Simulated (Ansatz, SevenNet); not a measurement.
Ladder of methods for the enthalpy of formation of CsCl-type AuZn (cubic form, which distorts at low temperature)

Reference value: -0.235 ± 0.04 eV/atom (measured, temperature not stated, no zero-point or thermal correction; as tabulated in Nepal et al. (2020), arXiv:2007.11150).

```csv
level (code),value (eV/atom),difference (eV/atom)
SevenNet-0,-0.228,+0.007
PBE (Ansatz),-0.213,+0.022
PBE-D3(BJ) (Ansatz),-0.221,+0.014
r²SCAN (Ansatz),-0.220,+0.015
HSE06 (Ansatz),-0.259,-0.024
```

Any of these levels can be the nearest once the reference is moved by up to 0.050 eV/atom (a margin picked here for doubts on the reference and the settings, and for temperature and zero-point motion) and values within 0.010 eV/atom count as equal. Within the reference's own bar: SevenNet-0, PBE, PBE-D3(BJ), r²SCAN, HSE06.

The measured value isn't corrected to a static lattice, so vibrations enter the comparison.  Density-functional levels without +SOC have no spin–orbit coupling, which shifts binding energies of heavy elements. PBE, PBE-D3(BJ), r²SCAN, HSE06: symmetry holds this phase in the static calculation, where it need not be a minimum. HSE06: exact exchange on metals is sensitive to the k mesh and can open a false gap. Each level is taken at its own relaxed cell. Ansatz's density-functional and Hartree–Fock values are scalar-relativistic unless marked +SOC, with PAW data made under PBE.

Machine-learned potentials (SevenNet-0) are trained on DFT data: a solid inside that data is no test of them.

Differences are worked out from the printed values.

Ansatz is a first-principles code.
